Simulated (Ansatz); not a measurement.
Carrier properties of MgTe (P6_3mc)

Consider the following.

```yaml
crystal:
  lattice:
    - [4.56091, 0.00000, 0.00000]
    - [-2.28046, 3.94986, 0.00000]
    - [0.00000, 0.00000, 7.41081]
  atoms:
    - { symbol: Mg, position: [0.33333, 0.66667, 0.99658] }
    - { symbol: Mg, position: [0.66667, 0.33333, 0.49658] }
    - { symbol: Te, position: [0.33333, 0.66667, 0.37342] }
    - { symbol: Te, position: [0.66667, 0.33333, 0.87342] }
```

Level of theory: PBEsol with spin-orbit coupling, rigid bands (plane waves, PAW; Ansatz, an electronic-structure program). Condition of this run: spin-orbit coupling switched on. Cell: cell and atoms relaxed with PBEsol.

```
Property                                                                                                                                                             Result
---------------------------------------------------------------------------------------------------------------------------------------  ----------------------------------
band gap                                                                                                                                                            2.13 eV
electron conductivity mass (300 K, dilute)                                                                                               0.180 (x), 0.180 (y), 0.161 (z) mₑ
hole conductivity mass (300 K, dilute)                                                                                                      1.33 (x), 1.33 (y), 0.89 (z) mₑ
effective density of states N_c (300 K)                                                                                                                         1.8e18 cm⁻³
effective density of states N_v (300 K)                                                                                                                         4.1e19 cm⁻³
density-of-states mass, electrons                                                                                                                                  0.174 mₑ
density-of-states mass, holes                                                                                                                                       1.40 mₑ
Seebeck coefficient, n-type 1e19 cm⁻³, 300 K                                                                                                                      -102 μV/K
Seebeck coefficient, p-type 1e19 cm⁻³, 300 K                                                                                                                       356 μV/K
best p-type power factor at 300 K for τ = 10 fs (best axis; densities from 1e16 to 1e21 cm⁻³ tried, whether or not they can be reached)         7.8 μW/(cm·K²) at 1e20 cm⁻³
```

Rigid bands; masses and Seebeck coefficients take one relaxation time τ for all states and one kind of carrier; polarons and phonon drag are left out.
